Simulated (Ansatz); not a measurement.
free sheet of monolayer 1H WS2: W16S32, 3 atomic planes, area 141 Å², cell height 16.1 Å with vacuum; both faces free, started from the relaxed sheet, in-plane cell fixed at 1.000 times the relaxed lattice. These are PBE (plane waves, PAW; Ansatz, a program for electronic structure) values and carry that method's errors. Mean temperature 895 K, 5.8 ps sampled after 2.1 ps of Langevin dynamics; k-points: Γ only; no spin polarisation or spin-orbit coupling.

A denser in-plane k-mesh moves the forces of one frame by 0.04 eV/Å rms. Bonds are counted up to S-W 2.78 Å; heights count from the centre of mass.

Question: What happens at the sheet: give the outer plane spacing; normal motion of the outer planes over that of the middle; in-plane diffusion; coordination in the top plane; mean vibrational (phonon) frequency.

Answer: 
```
Quantity                                                                                      Result
---------------------------------------------------------  -----------------------------------------
outer plane spacing                                        1.58 Å against 1.57 Å at the start (+1 %)
normal motion of the outer planes over that of the middle                                        1.1
in-plane diffusion                                                           none seen within 5.8 ps
coordination in the top plane                                                           3-fold 100 %
mean vibrational (phonon) frequency                                                          8.4 THz
```
